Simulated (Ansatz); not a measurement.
Partial pair distribution functions of a relaxed model of amorphous Al28O45B2, broadened by 0.06 Å; density 3.01 g/cm³. Method: PBE, scalar-relativistic without spin-orbit coupling (plane waves to 420 eV, PAW; Ansatz, a first-principles code).

A CHGNet melt-quench gave the starting glass, which DFT then relaxed. O atoms were pushed apart under 1.9 Å during the dynamics, to hinder bonds among them. The hot cell started wider than the set density and was brought back towards it in steps. It is the lowest in DFT energy of 2 quenches. It is a model cell: composition and starting density were chosen by hand, and all elements were melted together. No dispersion term was used. Its density started from a set value of 3.01 and ended at 3.01 g/cm³. The simulated quench (nominally 340 K/ps over its main leg) is rapid and tends to freeze in more defects than a deposited or slowly cooled glass has. One small periodic cell is one sample of the glass; other quenches scatter about these values. The volume was held where the preparation left it, at a PBE pressure of 1.8 GPa. Stress components on the final sampling reach 4.0 GPa.

```tsv
r (Å)	g Al-O	g O-B	g Al-Al	g O-O
1.15	0.00	0.02	0.00	0.00
1.25	0.00	1.19	0.00	0.00
1.35	0.00	7.91	0.00	0.00
1.45	0.00	10.49	0.00	0.00
1.55	0.03	4.28	0.00	0.00
1.65	1.23	0.90	0.00	0.00
1.75	7.12	0.02	0.00	0.00
1.85	7.34	0.00	0.00	0.00
1.95	2.84	0.00	0.00	0.00
2.05	0.81	0.00	0.00	0.00
2.15	0.24	0.00	0.00	0.00
2.25	0.14	0.00	0.00	0.09
2.35	0.07	0.00	0.00	0.73
2.45	0.01	0.00	0.00	1.63
2.55	0.04	0.00	0.20	1.86
2.65	0.09	0.00	1.25	2.03
2.75	0.17	0.01	1.77	2.36
2.85	0.28	0.42	1.27	2.36
2.95	0.31	1.56	1.36	2.05
3.05	0.48	1.40	1.88	1.62
3.15	0.59	1.93	2.83	1.41
3.25	0.82	2.05	2.84	1.20
3.35	0.91	1.44	2.20	0.68
3.45	0.93	1.20	0.98	0.58
3.55	1.15	1.24	0.87	0.58
3.65	1.19	1.13	0.62	0.69
3.75	1.25	1.10	0.65	0.68
3.85	1.21	1.12	0.56	0.71
3.95	1.43	1.03	0.41	0.58
4.05	1.69	0.82	0.52	0.51
4.15	1.56	1.29	0.56	0.51
4.25	1.63	1.14	0.61	0.64
4.35	1.44	1.14	0.90	0.71
4.45	1.24	0.97	0.93	1.04
4.55	1.29	0.56	0.78	1.13
4.65	0.99	1.13	0.87	1.24
```

Within 2.40 Å each Al has 4.57 O neighbours on average.
